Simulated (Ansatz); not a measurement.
Computed paths: As vacancy in zinc-blende GaAs, charge state +3

System: As vacancy in zinc-blende GaAs (charge state +3). Level of theory: PBE, PAW (plane waves to 420 eV; Ansatz, a quantum-chemistry and plane-wave program).

64-site cell at the relaxed PBE lattice, one k-point at (0.250, 0.250, 0.250), smearing 0.05 eV, spin-restricted, no finite-size correction. Static, classical nuclei. PBE gaps are too small, and in this host the defect's levels may merge with the bands. The charge state is imposed; whether it is stable for some Fermi level was not computed. Forms of the defect that were not tried may lie lower.

Barriers: single points on a 2×2×2 k-point mesh shifted by half a step at the bands' geometries (they differ from the bands' own by up to 0.13 eV, and are uncertain by about as much).

```
Route                                       Start site over the lowest site run (eV)  Hop (Å)  Forward barrier (eV)  Backward barrier (eV)                 Neighbours at the start                                      Neighbours at the saddle  Saddle order  Forward, on the band's own sampling (eV)
------------------------------------------  ----------------------------------------  -------  --------------------  ---------------------  --------------------------------------  ------------------------------------------------------------  ------------  ----------------------------------------
a nearby As atom hops onto the vacant site                                      0.00     4.17                  1.95                   1.95  Ga at 2.42, 2 Ga at 2.49, Ga at 2.51 Å  Ga at 2.39, Ga at 2.76, Ga at 2.80, Ga at 2.99, Ga at 3.02 Å   first order                                      1.82
```

Paths come from nudged elastic bands with a climbing image.
